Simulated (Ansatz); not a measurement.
The reference is MoS2 in the 2H-MoS2 type structure (space group P6_3/mmc, No. 194; a = 3.1494 Å, c = 12.0903 Å; layered, stacked along the Cartesian z axis).

All numbers come from Ansatz (a first-principles code), PBE-D3(BJ), PAW, cutoff 420 eV, scalar-relativistic without spin-orbit coupling.

Modification: Se takes the place of S on all its sites, then cell and atoms are relaxed.

Measured band gap: MoS2 1.23 eV (room temperature; as listed in Carlos M. O. Bastos et al., Physical Review Materials (2019)); MoSe2 1.09 eV (room temperature; as listed in Carlos M. O. Bastos et al., Physical Review Materials (2019)).

Measured lattice parameter a: MoS2 3.16 Å (room temperature; as listed in arXiv:1605.07067); MoSe2 3.289 Å (room temperature; as listed in arXiv:1605.07067).

Q: How well does PBE-D3(BJ) reproduce the measured shift?

A: With PBE-D3(BJ) the band gap moves by -0.03 eV (0.78 → 0.75) against -0.14 eV measured; the lattice parameter a moves by +0.128 Å (3.149 → 3.277) against +0.129 Å measured.

Gaps are read on the SCF mesh and a high-symmetry path. No phonon test of stability was made.
